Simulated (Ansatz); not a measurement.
## SiO2: energy against volume

SiO2 (rutile, P4_2/mnm, 7.657 Å³/atom and stress up to 0.01 GPa in the relaxed cell, c along z) under hydrostatic pressure, with the cell free. LDA in Ansatz, a plane-wave DFT program (PAW, default set), 420 eV, 8×8×12 Γ-centred mesh, Fermi-Dirac smearing 0.05 eV; ions are relaxed, or left where forces stay under 0.02 eV/Å, within the symmetry of each cell.

Here V stands for volume and E for E less E0.

```csv
volume (Å³/atom),E less E0 (meV/atom),pressure (GPa)
7.7081,0.31,-2.00
7.6824,0.09,-1.00
7.6575,0.00,-0.01
7.6351,0.08,0.90
7.6061,0.34,2.10
7.5500,1.50,4.50
7.4509,5.66,8.99
7.3294,14.71,14.99
7.0660,?,?
```

Problem. Using the third-order Birch-Murnaghan form, a cubic in V^(-2/3), estimate the missing E at V = 7.0660 from the other rows, showing the fit.

Solution. With u = V^(-2/3) - 0.2592, the rows have u = -0.0029276, -0.0023564, -0.0017999, -0.0012967, -0.0006416, 0.0006376, 0.0029365, 0.0058255. Least squares gives E = 0.823 + 904.7·u + 251189·u² + 468246·u³. Residuals (row less fit): -0.006, 0.010, -0.006, 0.009, -0.006, -0.002, 0.002, 0.000; standard error 0.008 (degrees of freedom: 4). Its minimum lies at u = -0.0018100, so V0 = (0.2573900)^(-3/2) = 7.658. There d²E/du² = 497300 and d³E/du³ = 2809000, so B0 = (4/9) × 7.658^(-7/3) × 497300 × 0.160218 = 306 GPa (the last factor turns the table's units into GPa), and B0' = 4 + (2/3) × 0.2573900 × (2809000)/497300 = 5.0. B0' rests on the cubic coefficient alone and has a standard error of 0.4 from these residuals. At the withheld row, u = 0.0123715, so E = 0.823 + 904.7 × 0.0123715 + 251189 × 0.0123715² + 468246 × 0.0123715³ = 51.348 meV/atom. The calculation gives 51.29 meV/atom, 0.058 meV/atom below the prediction (0.1 % of the range of E in the table). The row lies outside the fitted rows, so this is an extrapolation. From the scatter of the fitted rows alone, a prediction at this place has a standard error of 0.231 meV/atom, so the miss is 0.3 times that.

Other structures, which can take over under pressure, weren't tried. The same form fitted to the pressure column gives B0' = 4.9; series where the two differ by over 0.4 aren't shown. SiO2 is here stishovite, a high-pressure form. Rows are the converged runs of the series near zero and its far end, less any whose ions stayed unrelaxed beside relaxed ones; series whose fitted rows scatter by over a few per cent of the range, as at a crossing or softening among them, aren't shown in this form.
